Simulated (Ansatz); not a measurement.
Consider the energy of the reaction as written. Reaction: cell B → cell A. The sign is products less reactants.

Cell A: a sheet of composition Sn2Se4, 6 atoms, square cell of 6.70 Å (44.8 Å²), symmetry P-42₁m within 0.02 Å, 2.0 Å thick under 17 Å of vacuum, in-plane vectors relaxed; planes from bottom to top: Se2 | Sn2 | Se2; a model cell; partly filled levels (a metallic host or states in the gap) with PBE; spin state with PBE: run without spin, k-point mesh 6×6×1.
```xyz
6
Lattice="6.6965 0.0000 0.0000 0.0000 6.6965 0.0000 0.0000 0.0000 18.6200" Properties=species:S:1:pos:R:3 pbc="T T T"
Sn     0.0000     0.0000     9.3100
Sn     3.3483     3.3483     9.3100
Se     0.9058     4.2541    10.3018
Se     5.7907     2.4424    10.3018
Se     2.4424     0.9058     8.3182
Se     4.2541     5.7907     8.3182
```

Cell B: a sheet of composition Sn2Se4, 6 atoms, rectangular cell of 5.60 × 6.52 Å (36.5 Å²), symmetry C2/m within 0.02 Å, 2.2 Å thick under 15 Å of vacuum, in-plane vectors relaxed; planes from bottom to top: Se2 | Sn2 | Se2; a model cell; spin state with PBE: run without spin, k-point mesh 6×6×1.
```
SnSe2
1.0
    5.59866     0.00000     0.00000
    0.00000     6.52485     0.00000
    0.00000     0.00000    17.45579
Sn Se
2 4
Direct
  0.50000   0.00000   0.50000
  0.00000   0.50000   0.50000
  0.00000   0.93502   0.56379
  0.00000   0.06498   0.43621
  0.50000   0.56498   0.43621
  0.50000   0.43502   0.56379
```

Plane-wave PAW calculations with Ansatz (a program for electronic structure), its default PAW set, cutoff 420 eV, 500 eV for r2SCAN. The structures are at rest with PBE; other levels are single points on them. Neutral cells; Fermi-Dirac smearing of at most 0.05 eV in the solids, energies taken to zero width. The lattices are those relaxed with PBE, so at other levels the solids can be strained, which adds to the spread. A dispersion term (D3(BJ), or D4 for r2SCAN) was computed beside these levels and is taken off wherever the name lacks it. Static lattices, no vibrational contributions. Cells are local rest points, mostly with their start's symmetry. The runs are scalar-relativistic, without spin-orbit coupling. The cells' k-point meshes differ in density, so the last digit is unsettled. Cell A has symmetry P-42₁m within 0.02 Å and got no random move, so less symmetric positions, which may lie lower, weren't tried. Cell B has symmetry C2/m within 0.02 Å and got no random move, so less symmetric positions, which may lie lower, weren't tried.

Question: Give the value at the level PBE.

Answer: 0.55 eV, for cell B → cell A.

Question: How does the value move with the functional?

Answer: 
```json
[
 {"Level": "r2SCAN", "value (eV)": "0.68", "less PBE": "0.13"}
]
```

The levels shown span 0.13 eV, from PBE (0.55) to r2SCAN (0.68).
